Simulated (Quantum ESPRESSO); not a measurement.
**Variants of one calculation on TePb3 (P6_3/mmc, 8 atoms in the cell)**

```yaml
crystal:
  lattice:
    - [7.06731, 0.00000, 0.00000]
    - [-3.53365, 6.12047, 0.00000]
    - [0.00000, 0.00000, 5.96324]
  atoms:
    - { symbol: Te, position: [0.66667, 0.33333, 0.25000] }
    - { symbol: Te, position: [0.33333, 0.66667, 0.75000] }
    - { symbol: Pb, position: [0.33483, 0.16742, 0.75000] }
    - { symbol: Pb, position: [0.66517, 0.83259, 0.25000] }
    - { symbol: Pb, position: [0.16742, 0.33483, 0.25000] }
    - { symbol: Pb, position: [0.83259, 0.66517, 0.75000] }
    - { symbol: Pb, position: [0.83259, 0.16742, 0.75000] }
    - { symbol: Pb, position: [0.16742, 0.83259, 0.25000] }
```

Base run A: PBEsol, GBRV 1.5 ultrasoft (PBESOL) pseudopotentials (Quantum ESPRESSO), self-consistent single point.

Its settings: ecutwfc = 40 Ry; ecutrho = 200 Ry; occupations = smearing; smearing = methfessel-paxton; degauss = 0.0073499 Ry; potentials = {Te: te_pbesol_v1.uspp.F.UPF, Pb: pb_pbesol_v1.uspp.F.UPF}; K_POINTS = automatic 3 3 3 0 0 0; conv_thr = 1e-09 Ry.

The starting cell comes from a database of computed structures (which also holds hypothetical and non-ambient phases and stackings), without a prior relaxation at this level. In the base run, with a pressure of about -3 GPa the cell is away from its equilibrium volume at this level. The run gives no clean gap (levels at the Fermi energy touch, overlap or are partly filled at this smearing), which alone does not show that the compound is a metal. Without a gap this mesh is coarse (it stands for a supercell whose shortest vector is 18 Å).

ΔF is the free energy per atom less that of run A. A dash stands where there is no value to compare (another energy zero or no entropy term, no result, no spin, no clean gap, or a mesh too coarse for one). Absolute energies have different zeros for different potentials, functionals, Hubbard and dispersion terms and are not compared across them.

| run | change | ΔF (meV/atom) | pressure (GPa) | largest force (eV/Å) | k-points |
|---|---|---|---|---|---|
| A | base | 0.00 | -3.07 | 0.150 | 6 |
| B | nbnd: default → 49 | 0.18 | -3.10 | 0.140 | 6 |
| C | ecutwfc: 40 Ry → 16 Ry; ecutrho: 200 Ry → 80 Ry | 3211.3 | -88.06 | 0.157 | 6 |
| D | degauss: 0.0073499 Ry → 0.0147 Ry | 0.66 | -2.98 | 0.136 | 6 |
| E | nosym: default → true | 0.00 | -3.07 | 0.149 | 14 |
| F | K_POINTS: automatic 3 3 3 0 0 0 → automatic 2 2 2 0 0 0 | -28.6 | -3.32 | 0.015 | 4 |
| G | pseudopotentials: {Te: te_pbesol_v1.uspp.F.UPF, Pb: pb_pbesol_v1.uspp.F.UPF} → {Te: te_pbe_v1.uspp.F.UPF, Pb: pb_pbe_v1.uspp.F.UPF}; input_dft: default → pw91 [PW91] | – | -0.56 | 0.132 | 6 |
| H | smearing: methfessel-paxton → fermi-dirac; degauss: 0.0073499 Ry → 0.0147 Ry | -57.8 | -2.75 | 0.068 | 6 |
| I | tqr: default → true | -0.23 | -3.81 | 0.170 | 6 |
| J | mixing_ndim: default → 16 | 0.00 | -3.07 | 0.150 | 6 |

Run F against A: The free energy goes down by 28.6 meV/atom, the pressure goes from -3.07 to -3.32 GPa and the largest force goes from 0.150 to 0.015 eV/Å.

Run C against A: The free energy goes up by 3.21 eV/atom, the pressure goes from -3.07 to -88.06 GPa and the largest force goes from 0.150 to 0.157 eV/Å.
